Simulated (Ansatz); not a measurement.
The starting structures come from a database of crystals and need not be the phases stable at ambient conditions.

Inside the gap of an insulator the Bloch states are evanescent, with a wavenumber k + iκ along the transport direction.

```yaml
crystal:
  lattice:
    - [5.65944, 0.00000, 0.00000]
    - [0.00000, 7.75964, 0.00000]
    - [2.82972, -0.49567, 3.84721]
  atoms:
    - { symbol: P, position: [0.07505, 0.25000, 0.00000] }
    - { symbol: P, position: [0.92495, 0.75000, 0.00000] }
    - { symbol: Au, position: [0.50000, 0.50000, 0.50000] }
    - { symbol: Au, position: [0.00000, 0.00000, 0.50000] }
    - { symbol: O, position: [0.20718, 0.08920, 0.04158] }
    - { symbol: O, position: [0.79282, 0.91080, 0.95842] }
    - { symbol: O, position: [0.24876, 0.41080, 0.95842] }
    - { symbol: O, position: [0.75124, 0.58920, 0.04158] }
    - { symbol: O, position: [0.09613, 0.21525, 0.66420] }
    - { symbol: O, position: [0.90387, 0.78475, 0.33580] }
    - { symbol: O, position: [0.76033, 0.28475, 0.33580] }
    - { symbol: O, position: [0.23967, 0.71525, 0.66420] }
```

Space group of this cell: C2/c. The cell is taken as given; by PBEsol its mean pressure is 1.5 GPa.

Transport runs along the normal of the first two printed cell vectors.

The gap is the functional's own, uncorrected, and κ follows it; spin-orbit coupling is left out. Mid-gap values are interpolated between the computed energies.

**Question.** Give the band gap and the smallest decay constant κ at mid-gap that PBEsol run with Ansatz (a first-principles code) yields.

**Answer.** Gap 1.84 eV on a 8×4×8 mesh; κ = 0.451 1/Å, at the zone centre.
